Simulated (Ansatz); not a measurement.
**SiC (I-4m2): band-edge transport data**

Here is the system:

```xyz
2
Lattice="0.0000 2.1734 2.1819 2.1734 0.0000 2.1819 2.1734 2.1734 0.0000" Properties=species:S:1:pos:R:3 pbc="T T T"
Si     1.0867     1.0867     1.0910
C      0.0000     0.0000     0.0000
```

Method: PBEsol with spin-orbit coupling, rigid bands (plane waves, PAW; Ansatz, a first-principles code). Condition of this run: biaxial stress xx = yy = 1 GPa (compression positive) (the target of the relaxation). How the cell was made: cell and atoms relaxed with PBEsol, then loaded as said.

```
Item                                                                                                                                                              Result
---------------------------------------------------------------------------------------------------------------------------------------  -------------------------------
band gap                                                                                                                                                         1.22 eV
electron conductivity mass (300 K, dilute)                                                                                               0.33 (x), 0.33 (y), 0.25 (z) mₑ
hole conductivity mass (300 K, dilute)                                                                                                   0.68 (x), 0.68 (y), 0.72 (z) mₑ
effective density of states N_c (300 K)                                                                                                                      1.1e19 cm⁻³
effective density of states N_v (300 K)                                                                                                                      1.1e20 cm⁻³
density-of-states mass, electrons                                                                                                                                0.57 mₑ
density-of-states mass, holes                                                                                                                                     2.7 mₑ
Seebeck coefficient, n-type 1e19 cm⁻³, 300 K                                                                                                                   -242 μV/K
best n-type power factor at 300 K for τ = 10 fs (best axis; densities from 1e16 to 1e21 cm⁻³ tried, whether or not they can be reached)      7.5 μW/(cm·K²) at 3e19 cm⁻³
Seebeck coefficient, p-type 1e19 cm⁻³, 300 K                                                                                                                    440 μV/K
best p-type power factor at 300 K for τ = 10 fs (best axis; densities from 1e16 to 1e21 cm⁻³ tried, whether or not they can be reached)       31 μW/(cm·K²) at 3e20 cm⁻³
```

Rigid bands; masses and Seebeck coefficients take one relaxation time τ for all states and one kind of carrier; polarons and phonon drag are left out.
